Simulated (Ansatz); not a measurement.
## Point defect B on the Si site + B interstitial started as a split pair with B in silicon

Method: PBE, PAW (plane waves to 420 eV; Ansatz, a program for electronic structure). Cell: 64 sites, 2×2×2; final energies on a 2×2×2 shifted mesh. Sites at the start: the Si site; sharing that site along <100>. Finite-size correction: monopole term and site-potential alignment. Dielectric constants: PBE linear response of the host. Host gap at this level: 0.61 eV. A cell of this size leaves errors of a few tenths of an eV. The semilocal functional narrows the gap, so deep levels can fall outside it. Spin–orbit coupling is left out. Each state is the lowest found from its start.

Formation energies E_f are given with the Fermi level at the valence-band maximum. Chemical conditions: host crystal and elements as references (Δμ(Si) = 0.00 eV, Δμ(B) = 0.00 eV; B taken from its element, since no compound that bounds it was computed at this level; only phases computed here count, gases as isolated molecules at 0 K). Reference phases: B: alpha boron, Si: silicon.

```
charge         moment (μB)  point group  largest move off a lattice site (Å)  image correction with alignment (eV)  E_f, host crystal and elements as references (eV)
------  ------------------  -----------  -----------------------------------  ------------------------------------  -------------------------------------------------
+1†               quenched            –                                 0.78                                  0.06                                                  –
0       not spin-polarised          D2d                                 0.78                                  0.00                                               2.48
−1†                    0.9            –                                 0.78                                  0.13                                                  –
```

† Not settled in this cell, so no level is given: charge +1: a level filled in part, carriers not clearly localised, level within 0.1 eV of a band edge or past it; charge −1: a level filled in part, carriers not clearly localised, level within 0.1 eV of a band edge or past it.

Point groups are those of the whole cell at tolerances of 0.03 and 0.1 Å ("near" where only the looser one holds); none is given for unsettled states.

Starting moments that weren't kept: charge +1 began with 1 μB and ended with 0.0.
